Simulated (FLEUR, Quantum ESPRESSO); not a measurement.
A Quantum ESPRESSO input for a self-consistent single point of Tc₃Sn (Fm-3m, 4 atoms in the cell) (DFT, LDA (PZ), plane waves, GBRV 1.5 ultrasoft (LDA) pseudopotentials):

```fortran
&CONTROL
 calculation = 'scf'
 prefix = 'pwscf'
 outdir = './tmp/'
 pseudo_dir = './'
 tprnfor = .true.
 tstress = .true.
/
&SYSTEM
 ibrav = 2
 celldm(1) = 12.12223782
 nat = 4
 ntyp = 2
 ecutwfc = 40
 ecutrho = 320
 occupations = 'smearing'
 smearing = 'gaussian'
 degauss = 0.0036749
/
&ELECTRONS
 conv_thr = 1e-10
 mixing_beta = 0.5
/
ATOMIC_SPECIES
Tc    97.9072  tc_lda_v1.uspp.F.UPF
Sn   118.7100  sn_lda_v1.4.uspp.F.UPF
ATOMIC_POSITIONS {alat}
Tc   -0.25000000    0.25000000    0.25000000
Tc   -0.75000000    0.75000000    0.75000000
Tc   -0.50000000    0.50000000    0.50000000
Sn    0.00000000    0.00000000    0.00000000
K_POINTS {automatic}
9 9 9  0 0 0
```

Problem. Give the FLEUR input for the same structure, mesh, smearing and functional.

Solution. This is the input that was run; spellings and numerical settings could be chosen otherwise.

Input of the input generator:

```
Tc3Sn crystal
&input film=f /
-0.0000000000 6.0611189105 6.0611189105
6.0611189105 -0.0000000000 6.0611189105
6.0611189105 6.0611189105 -0.0000000000
1.0
1.0 1.0 1.0

4
43 0.2500000000 0.2500000000 0.2500000000
43 0.7500000000 0.7500000000 0.7500000000
43 0.5000000000 0.5000000000 0.5000000000
50 0.0000000000 0.0000000000 0.0000000000

&comp jspins=1 /
&exco xctyp='pz' /
&kpt div1=9 div2=9 div3=9 /
&end /
```

```xml
<?xml version="1.0" encoding="UTF-8" standalone="no"?>
<fleurInput fleurInputVersion="0.39">
   <comment>
      Tc3Sn crystal                                                                                       
   </comment>
   <calculationSetup>
      <cutoffs Kmax="4.1" Gmax="12.3" GmaxXC="12.3" numbands="0"/>
      <scfLoop itmax="100" minDistance="0.00001" maxIterBroyd="25" imix="Anderson" alpha="0.05" precondParam="0.0" spinf="2.0"/>
      <coreElectrons ctail="T" frcor="F" kcrel="0" coretail_lmax="0"/>
      <xcFunctional name="pz" relativisticCorrections="F"/>
      <magnetism jspins="1"/>
      <soc l_soc="F" theta="0.0" phi="0.0" spav="F"/>
      <expertModes spex="0" secvar="F"/>
      <geometryOptimization l_f="T" forcealpha="1.0" forcemix="BFGS" epsdisp="0.00001" epsforce="0.00001"/>
      <ldaU l_linMix="F" mixParam="0.05" spinf="1.0"/>
   </calculationSetup>
   <cell>
      <bzIntegration valenceElectrons="59.0" mode="gauss" fermiSmearingEnergy="0.00183747">
         <kPointListSelection listName="default-1"/>
         <!-- k-points included here -->
         <xi:include xmlns:xi="http://www.w3.org/2001/XInclude" href="kpts.xml"> </xi:include>
      </bzIntegration>
      <!-- symmetry operations included here -->
      <xi:include xmlns:xi="http://www.w3.org/2001/XInclude" href="sym.xml"> </xi:include>
      <bulkLattice scale="1.0">
         <bravaisMatrix>
            <row-1>    0.0000000000000000     6.0611189105000003     6.0611189105000003</row-1>
            <row-2>    6.0611189105000003     0.0000000000000000     6.0611189105000003</row-2>
            <row-3>    6.0611189105000003     6.0611189105000003     0.0000000000000000</row-3>
         </bravaisMatrix>
      </bulkLattice>
   </cell>
   <atomSpecies>
      <species name="Technetium (Tc)" element="Tc" atomicNumber="43">
         <mtSphere radius="2.45" gridPoints="847" logIncrement="0.015"/>
         <atomicCutoffs lmax="10" lnonsphr="8"/>
         <electronConfig flipSpins="F">
            <coreConfig>(1s1/2) (2s1/2) (2p1/2) (2p3/2) (3s1/2) (3p1/2) (3p3/2) (3d3/2) (3d5/2)</coreConfig>
            <valenceConfig>(4s1/2) (4p1/2) (4p3/2) (5s1/2) (4d3/2) (4d5/2)</valenceConfig>
            <stateOccupation state="(4d3/2)" spinUp="1.0" spinDown="1.0"/>
            <stateOccupation state="(4d5/2)" spinUp="1.5" spinDown="1.5"/>
         </electronConfig>
         <energyParameters s="5" p="5" d="4" f="4"/>
         <lo type="SCLO" l="0" n="4" eDeriv="0"/>
         <lo type="SCLO" l="1" n="4" eDeriv="0"/>
      </species>
      <species name="Tin (Sn)" element="Sn" atomicNumber="50">
         <mtSphere radius="2.45" gridPoints="847" logIncrement="0.015"/>
         <atomicCutoffs lmax="10" lnonsphr="8"/>
         <electronConfig flipSpins="F">
            <coreConfig>(1s1/2) (2s1/2) (2p1/2) (2p3/2) (3s1/2) (3p1/2) (3p3/2) (4s1/2) (3d3/2) (3d5/2) (4p1/2) (4p3/2)</coreConfig>
            <valenceConfig>(5s1/2) (4d3/2) (4d5/2) (5p1/2) (5p3/2)</valenceConfig>
            <stateOccupation state="(5p1/2)" spinUp="0.3333333333333" spinDown="0.3333333333333"/>
            <stateOccupation state="(5p3/2)" spinUp="0.6666666666667" spinDown="0.6666666666667"/>
         </electronConfig>
         <energyParameters s="5" p="5" d="5" f="4"/>
         <lo type="SCLO" l="2" n="4" eDeriv="0"/>
      </species>
   </atomSpecies>
   <atomGroups>
      <atomGroup species="Technetium (Tc)">
         <relPos label="                   1">1.000/4.000 1.000/4.000 1.000/4.000</relPos>
         <relPos label="                   2">-1.000/4.000 -1.000/4.000 -1.000/4.000</relPos>
         <force calculate="T" relaxXYZ="TTT"/>
      </atomGroup>
      <atomGroup species="Technetium (Tc)">
         <relPos label="                   3">1.000/2.000 1.000/2.000 1.000/2.000</relPos>
         <force calculate="T" relaxXYZ="TTT"/>
      </atomGroup>
      <atomGroup species="Tin (Sn)">
         <relPos label="                   4">.0000000000 .0000000000 .0000000000</relPos>
         <force calculate="T" relaxXYZ="TTT"/>
      </atomGroup>
   </atomGroups>
   <output dos="F" band="F" slice="F">
      <checks vchk="F" cdinf="F"/>
      <bandDOS minEnergy="-.5*Htr" maxEnergy="0.5*Htr" sigma="0.015" storeEVData="T"/>
      <vacuumDOS vacdos="F" integ="F" star="F" nstars="0" locx1="0.0" locy1="0.0" locx2="0.0" locy2="0.0" nstm="0" tworkf="0.0"/>
      <unfoldingBand unfoldBand="F" supercellX="1" supercellY="1" supercellZ="1"/>
      <plotting iplot="0" polar="F">
         <plot TwoD="T" vec1="  1.0  0.0  0.0" vec2="  0.0  1.0  0.0" vec3="  0.0  0.0  1.0" zero="  0.0  0.0  0.0" file="plot"/>
      </plotting>
      <chargeDensitySlicing numkpt="0" minEigenval="0.0" maxEigenval="0.0" nnne="0" pallst="F"/>
      <specialOutput eonly="F"/>
      <magneticCircularDichroism mcd="F" energyLo="-10.0" energyUp="0.0"/>
   </output>
  <!-- We include the file relax.xml here to enable relaxations (see documentation) -->
  <xi:include xmlns:xi="http://www.w3.org/2001/XInclude" href="relax.xml"> <xi:fallback/> </xi:include>
</fleurInput>
```

Basis settings and potentials, where a program has them, do not carry over. This input uses DFT, LDA (Perdew-Zunger), all-electron FLAPW (FLEUR), scalar-relativistic valence. LDA parametrisations can differ slightly between programs.

The starting cell comes from a database of computed structures (which also holds hypothetical and non-ambient phases and stackings), without a prior relaxation at this level. Its lattice was rescaled by a random factor within 2.5 % of one.
